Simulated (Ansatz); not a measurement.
ZnSe (F-43m), HSE06, rigid bands run with Ansatz (an electronic-structure program): N_c = 1.30e18 cm⁻³ at 300 K and an electron conductivity mass of 0.143 mₑ.

Problem. For 1e16 electrons per cm³ at 300 K, place the Fermi level, estimate the Seebeck coefficient of a parabolic band with constant τ, and give mobility and conductivity for τ = 5 fs.

Solution. The level lies k_BT ln(N_c/n) = 0.126 eV below the conduction-band minimum. S ≈ −(k_B/e)[ln(N_c/n) + 5/2] = -635 μV/K, against -633 μV/K from the full bands (mean over directions). μ = eτ/m = 61.5 cm²/(V·s) and σ = neμ = 0.0985 S/cm. τ is assumed, not computed.

Band transport and this doping are assumed; polarons and phonon drag are left out. Spin-orbit coupling is left out. Geometry: cell and atoms relaxed with PBEsol.
